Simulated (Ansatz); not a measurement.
The starting structures come from a database of crystals and need not be the phases stable at ambient conditions.

 Where the default PAW files enter, the runs use the earlier of Ansatz's two default sets.

## Evanescent states of MgGeAs2 (I-42d, chalcopyrite, not sure to be the ambient phase, 8 atoms a cell, 24.6 Å³ an atom) along the normal of (001)

The numbers are results of r2SCAN (plane waves, PAW; Ansatz, a first-principles code), not measurements.

The gap is the functional's own, uncorrected, and κ follows it; spin-orbit coupling is left out. Mid-gap values are interpolated between the computed energies.

Energies count from the valence-band top; κ is the least over a 6×6 mesh across the current.

```csv
E (eV),κ (1/Å),where
0.04,0.030,Γ
0.12,0.051,Γ
0.20,0.063,Γ
0.28,0.071,Γ
0.36,0.077,Γ
0.44,0.081,Γ
0.52,0.084,Γ
0.60,0.085,Γ
0.68,0.085,Γ
0.76,0.083,Γ
0.84,0.079,Γ
0.92,0.074,Γ
1.00,0.066,Γ
1.08,0.055,Γ
1.16,0.037,Γ
```

How thick must the barrier be to attenuate the transmission by 10^6 when the electrodes' Fermi level lies at 0.20 eV, and what attenuation does that film give at 1.08 eV?

d = 6 ln 10 / (2 × 0.063) = 109.6 Å. At 1.08 eV it gives 6 × 0.055/0.063 = 5.2 decades.
